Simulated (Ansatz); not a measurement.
```
CELL_PARAMETERS angstrom
      0.00000     2.61486     2.61486
      2.61486     0.00000     2.61486
      2.61486     2.61486     0.00000
ATOMIC_POSITIONS crystal
  Mg 0.00000 0.00000 0.00000
  S  0.50000 0.50000 0.50000
```

Method: PBE with spin-orbit coupling, rigid bands (plane waves, PAW; Ansatz, an electronic-structure program). Condition of this run: functional PBE, cell relaxed with it. How the cell was made: cell and atoms relaxed with PBE.

Problem. What conductivity effective mass do dilute electrons have at 300 K?

Solution. 0.36 mₑ.

Problem. Predict the hole conductivity mass (n e² τ/σ) at 300 K, by direction if it differs.

Solution. 1.25 mₑ.

Problem. And the band gap?

Solution. 2.73 eV at this level; semilocal functionals usually fall short of the measured gap.

Rigid bands, one relaxation time for all states, no polarons.
